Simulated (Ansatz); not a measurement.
**Response to strain in Ag**

The reference is Ag in the fcc (Cu type) structure (space group Fm-3m, No. 225; a = 4.054 Å). Axes: x, y, z lie along the cube axes.

Strains are applied to the cell and any free atomic positions relax; under biaxial strain the out-of-plane vector relaxes too.

Levels (all Ansatz, an electronic-structure program, PAW): PBEsol (420 eV, scalar-relativistic without spin-orbit coupling); r2SCAN (500 eV, no spin-orbit coupling).

Pressures by level, all at the geometries relaxed with PBEsol:

```json
[
 {"case": "base", "PBEsol": "0.0 GPa", "r2SCAN": "4.2 GPa"},
 {"case": "biaxial strain −1.68 %, plane normal [001], relaxed out of plane", "PBEsol": "1.3 GPa", "r2SCAN": "5.7 GPa"},
 {"case": "biaxial strain +0.47 %, plane normal [001], relaxed out of plane", "PBEsol": "-0.3 GPa", "r2SCAN": "(withheld)"},
 {"case": "biaxial strain +4.68 %, plane normal [001], relaxed out of plane", "PBEsol": "-1.6 GPa", "r2SCAN": "(withheld)"},
 {"case": "isotropic strain −3.66 %", "PBEsol": "18.3 GPa", "r2SCAN": "(withheld)"}
]
```

Problem. Complete the table.

Solution. 
- biaxial strain +0.47 %, plane normal [001], relaxed out of plane, r2SCAN: 3.9 GPa
- biaxial strain +4.68 %, plane normal [001], relaxed out of plane, r2SCAN: 2.5 GPa
- isotropic strain −3.66 %, r2SCAN: 23.5 GPa

Single points use the geometry relaxed with PBEsol. Their cutoffs differ, which shifts pressures a little. Without a gap, meshes like the base's 20×20×20 leave anisotropic stresses uncertain by several tenths of a GPa, and small strain energies with them. Stability against distortions was not tested.
